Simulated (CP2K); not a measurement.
A self-consistent single point of a sheet of SnO (4 atoms in the cell) with CP2K.

Method of the run: LDA (Pade form), GPW, DZVP-MOLOPT-SR-GTH basis, GTH-PADE potentials (GTH_POTENTIALS) run with CP2K.

```
SnO
1.0
    3.67902     0.00000     0.00000
    0.00000     3.67902     0.00000
    0.00000     0.00000    16.22535
Sn O
2 2
Direct
  0.50000   0.00000   0.56858
  0.00000   0.50000   0.43142
  0.00000   0.00000   0.50000
  0.50000   0.50000   0.50000
```

Reference input (self-consistent single point, DFT PBE, GPW, DZVP-MOLOPT-SR-GTH basis, GTH-PBE potentials (GTH_POTENTIALS)): CUTOFF = 450 Ry; REL_CUTOFF = 60 Ry; SMEAR/METHOD = GAUSSIAN; SIGMA = 0.05 eV; KPOINTS/SCHEME = MONKHORST-PACK 5 5 1; XC_FUNCTIONAL = PBE; Sn/BASIS_SET = DZVP-MOLOPT-SR-GTH; Sn/POTENTIAL = GTH-PBE-q4; O/BASIS_SET = DZVP-MOLOPT-SR-GTH; O/POTENTIAL = GTH-PBE-q6; METHOD = GPW; EPS_DEFAULT = 1e-10. This run's input differs from it in these lines:

```diff
@@ -43,3 +43,3 @@
     &XC
-      &XC_FUNCTIONAL PBE
+      &XC_FUNCTIONAL PADE
       &END XC_FUNCTIONAL
@@ -77,3 +77,3 @@
       BASIS_SET DZVP-MOLOPT-SR-GTH
-      POTENTIAL GTH-PBE-q4
+      POTENTIAL GTH-PADE-q4
     &END KIND
@@ -81,3 +81,3 @@
       BASIS_SET DZVP-MOLOPT-SR-GTH
-      POTENTIAL GTH-PBE-q6
+      POTENTIAL GTH-PADE-q6
     &END KIND
```

Log, with long lists cut:

```
 SCF WAVEFUNCTION OPTIMIZATION

  Step     Update method      Time    Convergence         Total energy    Change
     1 NoMix/Diag. 0.20E+00      -     0.43165208       -39.3243073426 -3.93E+01
     2 Broy./Diag. 0.20E+00      -     0.14018312       -35.5870485702  3.74E+00
     3 Broy./Diag. 0.20E+00      -     0.18236855       -37.7133676957 -2.13E+00
     4 Broy./Diag. 0.20E+00      -     0.00943200       -39.3000736665 -1.59E+00
     5 Broy./Diag. 0.20E+00      -     0.02426160       -38.9740839542  3.26E-01
     6 Broy./Diag. 0.20E+00      -     0.00174583       -39.1938163053 -2.20E-01
   [... 17 lines left out ...]
    24 Broy./Diag. 0.20E+00      -     0.00000165       -39.1938762500  3.93E-06
    25 Broy./Diag. 0.20E+00      -     0.00000114       -39.1938717694  4.48E-06
    26 Broy./Diag. 0.20E+00      -     0.00000045       -39.1938682355  3.53E-06
    27 Broy./Diag. 0.20E+00      -     0.00000010       -39.1938666476  1.59E-06
  *** SCF run converged in    27 steps ***

  Overlap energy of the core charge distribution:               0.00000002430739
  Self energy of the core charge distribution:                -96.94460151546632
  Core Hamiltonian energy:                                     26.88145941407479
  Hartree energy:                                              39.94443936855199
  Exchange-correlation energy:                                 -9.07516393909330
  Smearing free energy correction:                             -0.00000000000000
  Fermi energy:                                                -0.05849350519599

  Total energy:                                               -39.19386664762545
  Total energy (extrapolated to sigma->0):                    -39.19386664762545

                     Mulliken Population Analysis

   [... lines left out ...]

 STRESS| Analytical stress tensor [bar]
 STRESS|                        x                   y                   z
 STRESS|      x        2.52060951553E+04   5.27564699919E-05  -2.03038217281E-05
 STRESS|      y        5.27564699919E-05   2.52060951576E+04   2.45599171022E-05
 STRESS|      z       -2.03038217281E-05   2.45599171022E-05   2.74835364649E+04
 STRESS| 1/3 Trace                                             2.59652422592E+04
```

The run converged in 27 iterations. Against the reference run the largest force goes from 3.053 to 1.691 eV/Å and the gap on the mesh goes from 3.124 to 2.887 eV.

The starting cell was generated: these elements placed on a structure prototype, without a prior relaxation; it need not be a known phase or ordering of this composition. Its lattice was rescaled in the plane by a random factor within 2.5 % of one. Values carry the incompleteness of an atom-centred basis. Forces in this geometry exceed 1 eV/Å.
